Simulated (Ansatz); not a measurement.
Input:

```xyz
3
Lattice="0.0000 2.5226 2.5226 2.5226 0.0000 2.5226 2.5226 2.5226 0.0000" Properties=species:S:1:pos:R:3 pbc="T T T"
Zr     0.0000     0.0000     0.0000
O      1.2613     1.2613     1.2613
O      3.7840     3.7840     3.7840
```

No spin polarisation.

Calculations: DFT with PBE, PAW potentials and a 420 eV plane-wave cutoff in Ansatz (a first-principles code), spin-orbit coupling left out, earlier PAW set. k-mesh 11×11×11 (Γ-centred); smearing 0.05 eV (Fermi–Dirac).

Question: Predict the gap character.

Answer: Indirect, X → Γ.

Question: What is the computed electron mass (degenerate bands, along [100])?

Answer: 0.47, 2.0 mₑ (at Γ).

The cells carry an imposed strain or load. Effective masses come from finite differences of ±0.01 Å⁻¹. Whether these cells are dynamically stable was not tested. The cell was made from ZrO2 in the fluorite structure (space group Fm-3m, No. 225) by this change: isotropic strain −1.38 %. This is not the structure that ZrO2 has at room temperature and ambient pressure.
